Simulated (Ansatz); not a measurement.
Base system: PbTe in the rock salt structure (space group Fm-3m, No. 225).

```
PbTe
1.0
    0.00000     3.18980     3.18980
    3.18980     0.00000     3.18980
    3.18980     3.18980     0.00000
Te Pb
1 1
Direct
  0.50000   0.50000   0.50000
  0.00000   0.00000   0.00000
```

Cartesian axes are those of the cell as printed.

Method: LDA (Ansatz, a first-principles code, PAW, no SOC).

Before the change:

* **Band gap**: 0.57 eV

It is then changed as follows: uniaxial strain ε_zz = +0.50 %, all other strain components held at zero; the atoms relax in the strained cell.

Q: Predict the new band gap, stress and energy relative to the base.

A: The band gap is nearly the same (0.57 eV against 0.58 eV); the stress (xx, yy, zz, yz, xz, xy; compression positive) amounts to (-0.02, -0.02, -0.66, 0.00, 0.00, 0.00) GPa; the energy rises by 0.3 meV/atom.

Spin-orbit coupling, missing from the scalar runs, can matter with Pb and Te. Whether these cells are dynamically stable was not tested.
